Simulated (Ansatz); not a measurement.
System: Ba2ZnSe3 (Pnma, No. 62; cell taken from a computed entry). Method: PBEsol (plane waves, PAW; Ansatz, a quantum-chemistry and plane-wave program).

Numerical settings: plane-wave cutoff 520 eV, 4×8×2 k mesh (along the axes of the cell as run), Fermi–Dirac smearing 0.01 eV, scalar-relativistic PAW data made under PBE.

Cell (relaxed with PBEsol):

```cif
data_Ba8Se12Zn4
_chemical_formula_sum 'Ba8 Zn4 Se12'
_space_group_name_H-M_alt 'P 1'
_space_group_IT_number 1
_cell_length_a 9.02847
_cell_length_b 4.36528
_cell_length_c 17.47521
_cell_angle_alpha 90.000
_cell_angle_beta 90.000
_cell_angle_gamma 90.000
loop_
_space_group_symop_operation_xyz
  'x, y, z'
loop_
_atom_site_label
_atom_site_type_symbol
_atom_site_fract_x
_atom_site_fract_y
_atom_site_fract_z
_atom_site_occupancy
Ba1 Ba 0.74912 0.25000 0.04324 1
Ba2 Ba 0.25088 0.75000 0.95676 1
Ba3 Ba 0.75088 0.75000 0.54324 1
Ba4 Ba 0.24912 0.25000 0.45676 1
Ba5 Ba 0.91786 0.25000 0.78761 1
Ba6 Ba 0.08214 0.75000 0.21239 1
Ba7 Ba 0.58214 0.75000 0.28761 1
Ba8 Ba 0.41786 0.25000 0.71239 1
Zn1 Zn 0.86313 0.25000 0.36445 1
Zn2 Zn 0.13687 0.75000 0.63555 1
Zn3 Zn 0.63687 0.75000 0.86445 1
Zn4 Zn 0.36313 0.25000 0.13555 1
Se1 Se 0.50543 0.25000 0.89878 1
Se2 Se 0.49457 0.75000 0.10122 1
Se3 Se 0.99457 0.75000 0.39878 1
Se4 Se 0.00543 0.25000 0.60122 1
Se5 Se 0.62334 0.25000 0.42925 1
Se6 Se 0.37666 0.75000 0.57075 1
Se7 Se 0.87666 0.75000 0.92925 1
Se8 Se 0.12334 0.25000 0.07075 1
Se9 Se 0.81786 0.25000 0.22596 1
Se10 Se 0.18214 0.75000 0.77404 1
Se11 Se 0.68214 0.75000 0.72596 1
Se12 Se 0.31786 0.25000 0.27404 1
```

Q: Give the computed band gap.

A: 
- band gap = 1.66 eV

Spin–orbit coupling is not included.

Computed values are for the static lattice.

It cost roughly 11 core-minutes of CPU time.
